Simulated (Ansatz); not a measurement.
The structure below was relaxed with PBEsol-D3(BJ), PAW, 420 eV (Ansatz, an electronic-structure program; no spin-orbit coupling), at pressure 3 GPa.

```
WS2
1.0
    3.09225     0.00000     0.00000
   -1.54613     2.67797     0.00000
    0.00000     0.00000    11.52081
W S
2 4
Cartesian
  1.54613   0.89266   2.88020
  0.00000   1.78531   8.64061
  1.54613   0.89266  10.21555
  0.00000   1.78531   4.45514
  0.00000   1.78531   1.30526
  1.54613   0.89266   7.06567
```

Task: Find the space group and the Wyckoff positions.

Result: Space group P6₃/mmc (No. 194); a = b = 3.0923 Å, c = 11.5208 Å, α = β = 90.00°, γ = 120.00°

```csv
atom,site,symmetry,x,y,z
W,2d,-6m2,0.6667,0.3333,0.2500
S,4f,3m.,0.3333,0.6667,0.1133
```

Task: Describe the coordination.

Result: The crystal has 6 atoms in its conventional cell. Cell: a = b = 3.0923 Å, c = 11.5208 Å, α = β = 90.00°, γ = 120.00°. W is coordinated by 6 S at 2.381 Å (trigonal prismatic). S sees 3 W at 2.381 Å (trigonal pyramidal). (Neighbours: up to the widest gap in distance over summed covalent radii, below 1.35, at either atom; cation-cation and far metal-metal contacts left out.)

With W present, leaving out spin-orbit coupling can change the band edges. Load acts through the strain it causes; cell and atoms are relaxed under it. No phonon test of stability was made. The cell was made from WS2 (space group P6_3/mmc, No. 194; layered, stacked along the Cartesian z axis) by this change: pressure 3 GPa.
